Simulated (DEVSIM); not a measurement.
System: illuminated Si p-on-n cell, one wavelength, at 300 K.

```csv
layer (left to right),material,thickness (μm),Nd (cm⁻³),Na (cm⁻³),τn (s),τp (s),absorption coefficient (cm⁻¹)
1,Si,0.0880,-,5e18,1.6e-6,1.3e-6,3800
2,Si,180,6.5e15,-,1.6e-5,1.6e-5,3800
```

Left contact: ohmic, minority electron recombination velocity 20 cm/s. Right contact: ohmic, minority hole recombination velocity 7e6 cm/s. Voltage is applied to the left contact. Recombination: SRH at mid-gap, radiative. Light enters at the left, 3.9e17 photons cm⁻² s⁻¹, one pass, no reflection. Mobility is μmin + (μ − μmin)/(1 + (N/Nref)^α).

This is a model device: material constants are rounded textbook-type values typed into the input, and sizes, dopings and lifetimes were drawn at random. Values at 300 K.

| parameter | Si |
|---|---|
| gap (eV) | 1.124 |
| affinity (eV) | 4.05 |
| permittivity | 11.7 |
| Nc (cm⁻³) | 2.86e19 |
| Nv (cm⁻³) | 3.1e19 |
| μn (cm²/Vs) | 1417 |
| μp (cm²/Vs) | 470 |
| μn,min | 52 |
| μp,min | 45 |
| Nref,n | 9.7e16 |
| Nref,p | 2.2e17 |
| αn | 0.68 |
| αp | 0.72 |
| B (cm³/s) | 4.7e-15 |

Model (solved in DEVSIM): 1D drift-diffusion, Boltzmann statistics, complete ionisation; no tunnelling, impact ionisation, image-force lowering or self-heating.

Question: Tabulate band edges, carrier densities and field at 0.9 V on the left contact, in the dark.

Answer: Energies count from the Fermi level of the right contact; mesh points crowd at the junctions.

```csv
x (μm),Ec (eV),Ev (eV),n (cm⁻³),p (cm⁻³),field (V/cm)
0.000,0.177,-0.947,1.8e16,5.0e18,390
0.02382,0.177,-0.947,1.8e16,5.0e18,≈ 0
0.05724,0.177,-0.947,1.8e16,5.0e18,≈ 0
0.08314,0.175,-0.949,2.0e16,4.6e18,-12000
0.1254,0.104,-1.020,3.0e17,3.0e17,-71
0.2028,0.104,-1.020,3.0e17,3.0e17,≈ 0
0.3780,0.104,-1.020,3.0e17,3.0e17,≈ 0
1.048,0.104,-1.020,3.0e17,3.0e17,≈ 0
2.291,0.104,-1.020,3.0e17,2.9e17,≈ 0
5.311,0.105,-1.019,2.9e17,2.9e17,≈ 0
11.93,0.106,-1.018,2.8e17,2.8e17,≈ 0
35.78,0.110,-1.014,2.4e17,2.3e17,≈ 0
84.23,0.122,-1.002,1.6e17,1.5e17,≈ 0
136.9,0.143,-0.981,7.7e16,7.0e16,≈ 0
165.8,0.169,-0.955,3.3e16,2.6e16,15
174.0,0.186,-0.938,1.9e16,1.2e16,28
177.4,0.198,-0.926,1.3e16,6.2e15,46
179.0,0.206,-0.918,9.4e15,2.9e15,70
179.7,0.213,-0.911,7.6e15,1.1e15,100
179.9,0.215,-0.909,7.0e15,4.7e14,120
180.0,0.216,-0.908,6.7e15,1.9e14,140
180.1,0.217,-0.907,6.5e15,5.0e13,160
```
